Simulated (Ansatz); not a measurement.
## A computed series for Cu: pressure series

Take Cu in the fcc (Cu type) structure (space group Fm-3m, No. 225) as the base.

```cif
data_Cu
_chemical_formula_sum 'Cu1'
_space_group_name_H-M_alt 'P 1'
_space_group_IT_number 1
_cell_length_a 2.56658
_cell_length_b 2.56658
_cell_length_c 2.56658
_cell_angle_alpha 60.000
_cell_angle_beta 60.000
_cell_angle_gamma 60.000
loop_
_space_group_symop_operation_xyz
  'x, y, z'
loop_
_atom_site_label
_atom_site_type_symbol
_atom_site_fract_x
_atom_site_fract_y
_atom_site_fract_z
_atom_site_occupancy
Cu1 Cu 0.00000 0.00000 0.00000 1
```

Cell and atoms are relaxed at each pressure.

All numbers come from DFT with PBE, PAW potentials and a 420 eV plane-wave cutoff in Ansatz (a program for electronic structure), spin-orbit coupling left out.

Notes on the quantities. enthalpy: H = E + PV relative to the base's energy.

```tsv
variant	volume per atom	enthalpy
base	11.96 Å³	–
pressure −2 GPa	12.13 Å³	-0.15 eV/atom
pressure −1 GPa	___	-0.07 eV/atom
pressure 0.9 GPa	11.88 Å³	+0.07 eV/atom
pressure 2.1 GPa	11.78 Å³	+0.16 eV/atom
pressure 4.5 GPa	11.61 Å³	+0.33 eV/atom
pressure 9 GPa	11.31 Å³	+0.65 eV/atom
pressure 15 GPa	10.97 Å³	+1.07 eV/atom
pressure 22.5 GPa	10.62 Å³	+1.57 eV/atom
pressure 30 GPa	10.32 Å³	+2.06 eV/atom
```

Question: Complete the table.

Answer: 
- pressure −1 GPa, volume per atom: 12.04 Å³

Load acts through the strain it causes; cell and atoms are relaxed under it. No phonon test of stability was made. No other phases were tried under pressure. All final runs are without spin polarisation.
